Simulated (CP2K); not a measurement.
# Worked example: self-consistent single point of Ni3Si (Pm-3m, 4 atoms in the cell) in CP2K

Level of theory: PBE, GPW, DZVP-MOLOPT-SR-GTH basis, GTH-PBE potentials (GTH_POTENTIALS) (CP2K).

Input as run:

```
&GLOBAL
  PROJECT run
  RUN_TYPE ENERGY_FORCE
  PRINT_LEVEL LOW
&END GLOBAL
&FORCE_EVAL
  METHOD Quickstep
  STRESS_TENSOR ANALYTICAL
  &DFT
    BASIS_SET_FILE_NAME BASIS_MOLOPT
    POTENTIAL_FILE_NAME GTH_POTENTIALS
    &QS
      METHOD GPW
      EPS_DEFAULT 1E-10
    &END QS
    &MGRID
      CUTOFF 600
      REL_CUTOFF 40
      NGRIDS 5
    &END MGRID
    &SCF
      SCF_GUESS ATOMIC
      EPS_SCF 1E-6
      MAX_SCF 100
      ADDED_MOS 10
      &DIAGONALIZATION
        ALGORITHM STANDARD
      &END DIAGONALIZATION
      &MIXING
        METHOD BROYDEN_MIXING
        ALPHA 0.2
        NBUFFER 12
        BETA 1.5
      &END MIXING
      &SMEAR ON
        METHOD GAUSSIAN
        SIGMA [eV] 0.272
      &END SMEAR
    &END SCF
    &KPOINTS
      SCHEME MONKHORST-PACK 7 7 7
    &END KPOINTS
    &XC
      &XC_FUNCTIONAL PBE
      &END XC_FUNCTIONAL
    &END XC
    &PRINT
      &MO
        EIGENVALUES T
        OCCUPATION_NUMBERS T
        NDIGITS 8
        FILENAME mo
        &EACH
          QS_SCF 0
        &END EACH
        ADD_LAST NUMERIC
      &END MO
      &MULLIKEN OFF
      &END MULLIKEN
    &END PRINT
  &END DFT
  &SUBSYS
    &CELL
      ABC 3.59669700 3.59669700 3.59669700
      ALPHA_BETA_GAMMA 90.00000000 90.00000000 90.00000000
      PERIODIC XYZ
    &END CELL
    &COORD
      SCALED
      Si       0.00000000     0.00000000     0.00000000
      Ni       0.00000000     0.50000000     0.50000000
      Ni       0.50000000     0.00000000     0.50000000
      Ni       0.50000000     0.50000000     0.00000000
    &END COORD
    &KIND Si
      BASIS_SET DZVP-MOLOPT-SR-GTH-q4
      POTENTIAL GTH-PBE-q4
    &END KIND
    &KIND Ni
      BASIS_SET DZVP-MOLOPT-SR-GTH-q18
      POTENTIAL GTH-PBE-q18
    &END KIND
  &END SUBSYS
  &PRINT
    &FORCES ON
    &END FORCES
    &STRESS_TENSOR ON
    &END STRESS_TENSOR
  &END PRINT
&END FORCE_EVAL
```

Output (repeated stretches shortened):

```
 GLOBAL| Method name                                                        CP2K
 GLOBAL| Project name                                                        run
 GLOBAL| Run type                                                   ENERGY_FORCE

 TOTAL NUMBERS AND MAXIMUM NUMBERS

  Total number of            - Atomic kinds:                                   2
                             - Atoms:                                          4
                             - Shell sets:                                     4
                             - Shells:                                        29
                             - Primitive Cartesian functions:                 22
                             - Cartesian basis functions:                    107
                             - Spherical basis functions:                     91

  Maximum angular momentum of- Orbital basis functions:                        3
                             - Local part of the GTH pseudopotential:          2
                             - Non-local part of the GTH pseudopotential:      3

 SCF PARAMETERS         Density guess:                                    ATOMIC
                        max_scf:                                             100
                        max_diis:                                              4
                        eps_scf:                                        1.00E-06
                        eps_diis:                                       1.00E-01
                        eps_eigval:                                     1.00E-05
                        level_shift [a.u.]:                             0.000000
                        added MOs                                        10    0
                        Mixing method:                            BROYDEN_MIXING
                                                charge density mixing in g-space
                        Smear method:                                   GAUSSIAN
                        Smearing width (sigma) [a.u.]:                  1.00E-02
                        Accuracy threshold:                             1.00E-10
                        No outer SCF

 Extrapolation method: initial_guess

 Number of electrons:                                                         58
 Number of occupied orbitals:                                                 29
 Number of molecular orbitals:                                                39

 Number of orbital functions:                                                 91
 Number of independent orbital functions:                                     91

 SCF WAVEFUNCTION OPTIMIZATION

  Step     Update method      Time    Convergence         Total energy    Change
     1 NoMix/Diag. 0.20E+00      -     1.55832053      -513.0041839015 -5.13E+02
     2 Broy./Diag. 0.20E+00      -     0.09606404      -501.2550287105  1.17E+01
     3 Broy./Diag. 0.20E+00      -     0.04742969      -509.3840936999 -8.13E+00
     4 Broy./Diag. 0.20E+00      -     0.07341837      -512.1586884962 -2.77E+00
     5 Broy./Diag. 0.20E+00      -     0.02531239      -512.0454803356  1.13E-01
     6 Broy./Diag. 0.20E+00      -     0.00857492      -511.9556707147  8.98E-02
     7 Broy./Diag. 0.20E+00      -     0.00338124      -511.9099351443  4.57E-02
   [... 4 lines left out ...]
    12 Broy./Diag. 0.20E+00      -     0.00003140      -511.9228965101 -8.82E-05
    13 Broy./Diag. 0.20E+00      -     0.00001765      -511.9228726020  2.39E-05
    14 Broy./Diag. 0.20E+00      -     0.00000191      -511.9228635734  9.03E-06
    15 Broy./Diag. 0.20E+00      -     0.00000334      -511.9229110389 -4.75E-05
    16 Broy./Diag. 0.20E+00      -     0.00000012      -511.9229150176 -3.98E-06

  *** SCF run converged in    16 steps ***

  Electronic density on regular grids:        -57.9999999942        0.0000000058
  Core density on regular grids:               57.9999999981       -0.0000000019
  Total charge density on r-space grids:        0.0000000040
  Total charge density g-space grids:           0.0000000040

  Overlap energy of the core charge distribution:               0.00000000000000
  Self energy of the core charge distribution:               -793.67552844016848
  Core Hamiltonian energy:                                    221.34551439455296
  Hartree energy:                                             112.47549583087626
  Exchange-correlation energy:                                -52.06549767096629
  Smearing free energy correction:                             -0.00289913196190
  Fermi energy:                                                 0.43649323917925

  Total energy:                                              -511.92291501758115
  Total energy (extrapolated to sigma->0):                   -511.92146545160017

 ENERGY| Total FORCE_EVAL ( QS ) energy [hartree]           -511.922913612591969

 FORCES| Atomic forces [hartree/bohr]
 FORCES|   Atom     x               y               z               |f|
 FORCES|      1 -1.41546829E-11 -1.41534839E-11 -1.41532608E-11   2.45151167E-11
 FORCES|      2  2.52670845E-08  2.52692227E-08  2.52692364E-08   4.37663510E-08
 FORCES|      3  2.52692260E-08  2.52670893E-08  2.52692213E-08   4.37663470E-08
 FORCES|      4  2.52692198E-08  2.52692259E-08  2.52671024E-08   4.37663536E-08
 FORCES| Sum     7.57913756E-08  7.57913844E-08  7.57914068E-08
 FORCES| Total atomic force                                       1.31274536E-07

 STRESS| Analytical stress tensor [bar]
 STRESS|                        x                   y                   z
 STRESS|      x       -1.21605744508E+05   2.26201004505E-02   2.26200980364E-02
 STRESS|      y        2.26201004505E-02  -1.21605723949E+05   2.26201020875E-02
 STRESS|      z        2.26200980364E-02   2.26201020875E-02  -1.21605724245E+05
 STRESS| 1/3 Trace                                            -1.21605730900E+05
```

The run converged in 16 iterations.

The starting cell has typed, rounded lattice constants, without a prior relaxation at this level. Its lattice was rescaled by a random factor within 2.5 % of one. Spin polarisation is off. Values carry the incompleteness of an atom-centred basis. With a pressure of about -12 GPa the cell is away from its equilibrium volume at this level.

Cost on one core of a shared machine: roughly 60 s.
